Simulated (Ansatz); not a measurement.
# How the bulk modulus of SnGe (model structure, Pmma, No. 51, 4 atoms in the cell) moves with the method

No measured value is used here.

### Question
Put these levels in order of the bulk modulus that they give for SnGe (model structure, Pmma, No. 51, 4 atoms in the cell), smallest first: LDA (Ansatz, a first-principles code), PBE (Ansatz), PBEsol (Ansatz).

### Answer
PBE (44.4 GPa), PBEsol (51.2 GPa), LDA (54.9 GPa)

Unless a cell is named, each level is at its own relaxed cell (LDA 27.83, PBE 30.11, PBEsol 28.66 Å³/atom).

PBE, LDA, PBEsol: the bulk modulus is −V dP/dV from two relaxed cells at ±2 % in volume. Each level is taken at its own relaxed cell. Ansatz's density-functional and Hartree–Fock values are scalar-relativistic unless marked +SOC, with PAW data made under PBE.

A model structure was made by putting elements into a prototype or built by hand; it is no filed structure, need not be a known phase, and can be a saddle point held by its symmetry.
